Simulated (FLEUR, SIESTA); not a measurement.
A SIESTA input for a self-consistent single point of HfAl₅Ni₂ (I4/mmm, 8 atoms in the cell) (DFT, LDA PW92, numerical atomic orbitals DZP, PseudoDojo LDA standard norm-conserving potentials (rewritten from UPF to PSML)):

```
# files in the folder: Hf.psml Al.psml Ni.psml (PseudoDojo LDA standard)
SystemName  HfAl5Ni2
SystemLabel HfAl5Ni2

NumberOfAtoms                8
NumberOfSpecies              3
%block ChemicalSpeciesLabel
  1 72 Hf
  2 13 Al
  3 28 Ni
%endblock ChemicalSpeciesLabel
LatticeConstant              1.0 Ang
%block LatticeVectors
    -1.990080000    1.990080000    7.199275000
     1.990080000   -1.990080000    7.199275000
     1.990080000    1.990080000   -7.199275000
%endblock LatticeVectors
AtomicCoordinatesFormat      Bohr
%block AtomicCoordinatesAndAtomicSpecies
     0.000000000    0.000000000    0.000000000  1
     0.000000000    3.760706166    4.010381099  2
     3.760706166    0.000000000    9.594276947  2
     3.760706166    0.000000000    4.010381099  2
     0.000000000    3.760706166    9.594276947  2
     0.000000000    0.000000000   13.604658046  2
     0.000000000   -0.000000000    6.532412607  3
    -0.000000000    0.000000000   20.676903484  3
%endblock AtomicCoordinatesAndAtomicSpecies

XC.functional                LDA
XC.authors                   PW92
PAO.BasisSize                DZP
PAO.EnergyShift              0.005 Ry
MeshCutoff                   400 Ry
%block kgrid.MonkhorstPack
    7   0   0  0.0
    0   7   0  0.0
    0   0   7  0.0
%endblock kgrid.MonkhorstPack
OccupationFunction           FD
ElectronicTemperature        100.0 meV

MaxSCFIterations             150
SCF.Mixer.Method             Pulay
SCF.Mixer.Weight             0.25
SCF.Mixer.History            8
SCF.DM.Tolerance             1.0E-04
Diag.ParallelOverK           true
WriteForces                  true
```

Q: Give the FLEUR input for the same structure, mesh, smearing and functional.

A: One input that does it (others would too):

Input of the input generator:

```
scf HfAl5Ni2
&input film=f /
-3.7607061661 3.7607061661 13.6046580459
3.7607061661 -3.7607061661 13.6046580459
3.7607061661 3.7607061661 -13.6046580459
1.0
1.0 1.0 1.0

8
72 0.0000000000 -0.0000000000 0.0000000000
13 0.6473900000 0.1473900000 0.5000000000
13 0.3526100000 0.8526100000 0.5000000000
13 0.1473900000 0.6473900000 0.5000000000
13 0.8526100000 0.3526100000 0.5000000000
13 0.5000000000 0.5000000000 0.0000000000
28 0.2400800000 0.2400800000 0.0000000000
28 0.7599200000 0.7599200000 0.0000000000

&comp jspins=1 /
&exco xctyp='pz' /
&kpt div1=7 div2=7 div3=7 /
&end /
```

```xml
<?xml version="1.0" encoding="UTF-8" standalone="no"?>
<fleurInput fleurInputVersion="0.39">
   <comment>
      scf HfAl5Ni2                                                                                        
   </comment>
   <calculationSetup>
      <cutoffs Kmax="3.9" Gmax="15.6" GmaxXC="15.6" numbands="0"/>
      <scfLoop itmax="60" minDistance="0.00001" maxIterBroyd="25" imix="Anderson" alpha="0.05" precondParam="0.0" spinf="2.0"/>
      <coreElectrons ctail="T" frcor="F" kcrel="0" coretail_lmax="0"/>
      <xcFunctional name="pz" relativisticCorrections="F"/>
      <magnetism jspins="1"/>
      <soc l_soc="F" theta="0.0" phi="0.0" spav="F"/>
      <expertModes spex="0" secvar="F"/>
      <geometryOptimization l_f="T" forcealpha="1.0" forcemix="BFGS" epsdisp="0.00001" epsforce="0.00001"/>
      <ldaU l_linMix="F" mixParam="0.05" spinf="1.0"/>
   </calculationSetup>
   <cell>
      <bzIntegration valenceElectrons="73.0" mode="hist" fermiSmearingEnergy="0.00367493">
         <kPointListSelection listName="default-1"/>
         <!-- k-points included here -->
         <xi:include xmlns:xi="http://www.w3.org/2001/XInclude" href="kpts.xml"> </xi:include>
      </bzIntegration>
      <!-- symmetry operations included here -->
      <xi:include xmlns:xi="http://www.w3.org/2001/XInclude" href="sym.xml"> </xi:include>
      <bulkLattice scale="1.0">
         <bravaisMatrix>
            <row-1>   -3.7607061660999999     3.7607061660999999    13.6046580459000008</row-1>
            <row-2>    3.7607061660999999    -3.7607061660999999    13.6046580459000008</row-2>
            <row-3>    3.7607061660999999     3.7607061660999999   -13.6046580459000008</row-3>
         </bravaisMatrix>
      </bulkLattice>
   </cell>
   <atomSpecies>
      <species name="Hafnium (Hf)" element="Hf" atomicNumber="72">
         <mtSphere radius="2.68" gridPoints="925" logIncrement="0.014"/>
         <atomicCutoffs lmax="10" lnonsphr="8"/>
         <electronConfig flipSpins="F">
            <coreConfig>(1s1/2) (2s1/2) (2p1/2) (2p3/2) (3s1/2) (3p1/2) (3p3/2) (4s1/2) (3d3/2) (3d5/2) (4p1/2) (4p3/2) (4d3/2) (4d5/2)</coreConfig>
            <valenceConfig>(5s1/2) (5p1/2) (5p3/2) (6s1/2) (4f5/2) (4f7/2) (5d3/2) (5d5/2)</valenceConfig>
            <stateOccupation state="(5d3/2)" spinUp="0.4" spinDown="0.4"/>
            <stateOccupation state="(5d5/2)" spinUp="0.6" spinDown="0.6"/>
         </electronConfig>
         <energyParameters s="6" p="6" d="5" f="5"/>
         <lo type="SCLO" l="0" n="5" eDeriv="0"/>
         <lo type="SCLO" l="1" n="5" eDeriv="0"/>
         <lo type="SCLO" l="3" n="4" eDeriv="0"/>
      </species>
      <species name="Aluminum (Al)" element="Al" atomicNumber="13">
         <mtSphere radius="1.67" gridPoints="575" logIncrement="0.019"/>
         <atomicCutoffs lmax="6" lnonsphr="4"/>
         <electronConfig flipSpins="F">
            <coreConfig>(1s1/2) (2s1/2) (2p1/2) (2p3/2)</coreConfig>
            <valenceConfig>(3s1/2) (3p1/2) (3p3/2)</valenceConfig>
            <stateOccupation state="(3p1/2)" spinUp="0.1666666666667" spinDown="0.1666666666667"/>
            <stateOccupation state="(3p3/2)" spinUp="0.3333333333333" spinDown="0.3333333333333"/>
         </electronConfig>
         <energyParameters s="3" p="3" d="3" f="4"/>
      </species>
      <species name="Nickel (Ni)" element="Ni" atomicNumber="28">
         <mtSphere radius="2.56" gridPoints="883" logIncrement="0.014"/>
         <atomicCutoffs lmax="10" lnonsphr="8"/>
         <electronConfig flipSpins="F">
            <coreConfig>(1s1/2) (2s1/2) (2p1/2) (2p3/2) (3s1/2)</coreConfig>
            <valenceConfig>(3p1/2) (3p3/2) (4s1/2) (3d3/2) (3d5/2)</valenceConfig>
            <stateOccupation state="(3d3/2)" spinUp="1.6" spinDown="1.6"/>
            <stateOccupation state="(3d5/2)" spinUp="2.4" spinDown="2.4"/>
         </electronConfig>
         <energyParameters s="4" p="4" d="3" f="4"/>
         <lo type="SCLO" l="1" n="3" eDeriv="0"/>
      </species>
   </atomSpecies>
   <atomGroups>
      <atomGroup species="Hafnium (Hf)">
         <relPos label="                   1">.0000000000 .0000000000 .0000000000</relPos>
         <force calculate="T" relaxXYZ="TTT"/>
      </atomGroup>
      <atomGroup species="Aluminum (Al)">
         <relPos label="                   2">-.3526100000 .1473900000 1.000/2.000</relPos>
         <relPos label="                   3">.3526100000 -.1473900000 1.000/2.000</relPos>
         <relPos label="                   4">.1473900000 -.3526100000 1.000/2.000</relPos>
         <relPos label="                   5">-.1473900000 .3526100000 1.000/2.000</relPos>
         <force calculate="T" relaxXYZ="TTT"/>
      </atomGroup>
      <atomGroup species="Aluminum (Al)">
         <relPos label="                   6">1.000/2.000 1.000/2.000 .0000000000</relPos>
         <force calculate="T" relaxXYZ="TTT"/>
      </atomGroup>
      <atomGroup species="Nickel (Ni)">
         <relPos label="                   7">.2400800000 .2400800000 .0000000000</relPos>
         <relPos label="                   8">-.2400800000 -.2400800000 .0000000000</relPos>
         <force calculate="T" relaxXYZ="TTT"/>
      </atomGroup>
   </atomGroups>
   <output dos="F" band="F" slice="F">
      <checks vchk="F" cdinf="F"/>
      <bandDOS minEnergy="-.5*Htr" maxEnergy="0.5*Htr" sigma="0.015" storeEVData="T"/>
      <vacuumDOS vacdos="F" integ="F" star="F" nstars="0" locx1="0.0" locy1="0.0" locx2="0.0" locy2="0.0" nstm="0" tworkf="0.0"/>
      <unfoldingBand unfoldBand="F" supercellX="1" supercellY="1" supercellZ="1"/>
      <plotting iplot="0" polar="F">
         <plot TwoD="T" vec1="  1.0  0.0  0.0" vec2="  0.0  1.0  0.0" vec3="  0.0  0.0  1.0" zero="  0.0  0.0  0.0" file="plot"/>
      </plotting>
      <chargeDensitySlicing numkpt="0" minEigenval="0.0" maxEigenval="0.0" nnne="0" pallst="F"/>
      <specialOutput eonly="F"/>
      <magneticCircularDichroism mcd="F" energyLo="-10.0" energyUp="0.0"/>
   </output>
  <!-- We include the file relax.xml here to enable relaxations (see documentation) -->
  <xi:include xmlns:xi="http://www.w3.org/2001/XInclude" href="relax.xml"> <xi:fallback/> </xi:include>
</fleurInput>
```

Basis, cutoffs, solver keys and any potentials are the target program's own. This input uses DFT, LDA (Perdew-Zunger), all-electron FLAPW (FLEUR), scalar-relativistic valence. LDA parametrisations can differ slightly between programs.

The starting cell comes from a database of computed structures (which also holds hypothetical and non-ambient phases and stackings), without a prior relaxation at this level.
